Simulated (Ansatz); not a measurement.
# Zn in the hcp (Mg type) structure (space group P6_3/mmc, No. 194)

```xyz
2
Lattice="2.6358 0.0000 0.0000 -1.3179 2.2827 0.0000 0.0000 0.0000 4.6573" Properties=species:S:1:pos:R:3 pbc="T T T"
Zn     0.0000     1.5218     3.4929
Zn     1.3179     0.7609     1.1643
```

The values are results of Kohn–Sham DFT with the PBEsol functional, run in Ansatz (a quantum-chemistry and plane-wave program) with PAW and 420 eV plane waves, no spin-orbit coupling, not measurements. k-mesh 20×20×10 (Γ-centred); smearing 0.05 eV (Fermi–Dirac).

| Item | Value |
|---|---|
| Volume per atom | 14.01 Å³ |
| Density | 7.75 g/cm³ |
| Band gap | zero |
| Total energy | -3280.905 eV/atom (σ→0; compares only within this code and set-up) |

Stability against distortions was not tested.
